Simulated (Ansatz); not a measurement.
Take Hf in the hcp (Mg type) structure (space group P6_3/mmc, No. 194; a = 3.198 Å, c = 5.049 Å; relaxed with 0.1 eV smearing) as the base. Axes: x lies along a and z along c of the hexagonal cell.

Level of theory: r2SCAN (Ansatz, a quantum-chemistry and plane-wave program; PAW; 500 eV plane waves; no spin-orbit coupling).

Now apply this change: an isotropic linear strain of −2.50 %, atoms relaxed at fixed cell.

**Question.** Predict the stress tensor and what it implies for the stiffness.

**Answer.** Stress of the strained cell less that of the base (GPa, compression positive):
```
    9.4     0.0     0.0
    0.0     9.4     0.0
    0.0     0.0     9.6
```

Then B = −ΔP/(ΔV/V₀) with ΔV/V₀ = -0.0731 gives secant stiffness values (nonlinear terms included at this strain): B (at held cell shape, above the free-shape value) ≈ 130 GPa.

As a check, the harmonic strain energy −½ V₀ Δσ:ε is 50 meV/atom; the computed energy rise is 46 meV/atom.

Stability against distortions was not tested. The final runs are not spin-polarised.
